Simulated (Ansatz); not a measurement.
The parent structure is PtSe$_{2}$ in the CdI2 type structure (space group P-3m1, No. 164; layered; relaxed with 0.1 eV smearing).

```xyz
3
Lattice="3.7385 0.0000 0.0000 -1.8693 3.2377 0.0000 0.0000 0.0000 4.6350" Properties=species:S:1:pos:R:3 pbc="T T T"
Pt     0.0000     0.0000     0.0000
Se     0.0000     2.1584     1.2608
Se     1.8693     1.0792     3.3742
```

All numbers come from PBEsol-D3(BJ)/PAW in Ansatz (a quantum-chemistry and plane-wave program), without spin-orbit coupling.

Strains are applied to the cell and any free atomic positions relax.

One change was made to it. Results:

| quantity | base | after |
|---|---|---|
| largest internal atomic displacement | – | 0.054 Å |
| energy relative to the base (free energy F) | 0 meV/atom | +37 meV/atom |
| band gap | zero | zero |

**Question.** What was done to the base?
A) isotropic strain −2.00 %
B) isotropic strain −0.50 %
C) isotropic strain −2.50 %

**Answer.** C, isotropic strain −2.50 %. For comparison, the energy relative to the base in the other runs: isotropic strain −2.00 % gives +23 meV/atom; isotropic strain −0.50 % gives +1.4 meV/atom.

No phonon test of stability was made. All final runs are without spin polarisation.
